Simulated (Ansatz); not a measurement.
Consider WSe₂ in the 2H-MoS2 type structure (space group P6_3/mmc, No. 194; layered, stacked along the Cartesian z axis).

```
WSe2
1.0
    3.27906     0.00000     0.00000
   -1.63953     2.83975     0.00000
    0.00000     0.00000    12.78607
W Se
2 4
Cartesian
  0.00000   1.89317   3.19652
  1.63953   0.94658   9.58955
  0.00000   1.89317   7.90529
  1.63953   0.94658   1.51226
  1.63953   0.94658   4.88078
  0.00000   1.89317  11.27381
```

Cartesian axes are those of the cell as printed.

The values are results of PBE-D3(BJ) (Ansatz, a first-principles code, PAW, scalar-relativistic without spin-orbit coupling), not measurements.

The change: an isotropic linear strain of −0.70 %, atoms relaxed at fixed cell.

Question: Predict the stress tensor and what it implies for the stiffness.

Answer: Stress of the strained cell less that of the base (GPa, compression positive):
```
   1.84    0.00    0.00
   0.00    1.84    0.00
   0.00    0.00    0.73
```

Then B = −ΔP/(ΔV/V₀) with ΔV/V₀ = -0.0209 gives secant stiffness values (nonlinear terms included at this strain): B (at held cell shape, above the free-shape value) ≈ 70 GPa.

Whether these cells are dynamically stable was not tested.
